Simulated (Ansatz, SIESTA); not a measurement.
Code comparison for LaSi2 (P1, 6 atoms in the cell)

Self-consistent single point, at a second geometry (atoms moved at random). First geometry:

```yaml
crystal:
  lattice:
    - [-2.19417, 2.19417, 6.80509]
    - [2.19417, -2.19417, 6.80509]
    - [2.19417, 2.19417, -6.80509]
  atoms:
    - { symbol: La, position: [0.50000, 0.50000, 0.00000] }
    - { symbol: La, position: [0.25000, 0.75000, 0.50000] }
    - { symbol: Si, position: [0.83577, 0.33577, 0.50000] }
    - { symbol: Si, position: [0.08577, 0.08577, 0.00000] }
    - { symbol: Si, position: [0.91423, 0.91423, 0.00000] }
    - { symbol: Si, position: [0.66423, 0.16423, 0.50000] }
```

Second geometry:
```
CELL_PARAMETERS angstrom
     -2.19417     2.19417     6.80509
      2.19417    -2.19417     6.80509
      2.19417     2.19417    -6.80509
ATOMIC_POSITIONS crystal
  La 0.50019 0.49350 0.99599
  La 0.24571 0.75920 0.49684
  Si 0.83790 0.34611 0.50817
  Si 0.07780 0.08092 0.00045
  Si 0.91945 0.90351 0.99626
  Si 0.66895 0.16675 0.50230
```

Shared settings, as Ansatz (a program for electronic structure) writes them: kpoints.mp_grid.grid = 7 7 7; scf.occupations.method = fermi_dirac; scf.occupations.width = 0.1 eV. Potentials and cutoffs stand in the table.

```csv
code,model,ΔF from the first geometry (meV/atom),pressure (GPa),largest force (eV/Å),cutoff
Ansatz,"PBEsol, PAW files made with PBE",18.8,-2.13,1.217,default
SIESTA,"GGA PBEsol, numerical atomic orbitals DZP, PseudoDojo PBEsol standard norm-conserving potentials (rewritten from UPF to PSML)",20.7,-0.32,1.356,grid 350 Ry
```

Size of the force on each atom (eV/Å): Sizes of forces hide their directions.

```csv
code,La1,La2,Si3,Si4,Si5,Si6
Ansatz,0.299,0.624,0.602,1.217,0.653,0.417
SIESTA,0.318,0.642,0.628,1.356,0.749,0.499
```

The spread over the programs that give each value: ΔF from the first geometry within 1.9 meV/atom; pressure within 1.81 GPa; largest force within 0.139 eV/Å.

SIESTA uses small atom-centred bases, whose incompleteness enters pressures, forces and empty levels differently from a plane-wave cutoff. Ansatz's pressure is given at a fixed set of plane waves, as the other plane-wave codes print theirs.

The starting cell comes from a database of computed structures (which also holds hypothetical and non-ambient phases and stackings), without a prior relaxation at this level. For this run, on top of that: atoms moved at random.

Keys are those of Ansatz 0.2.
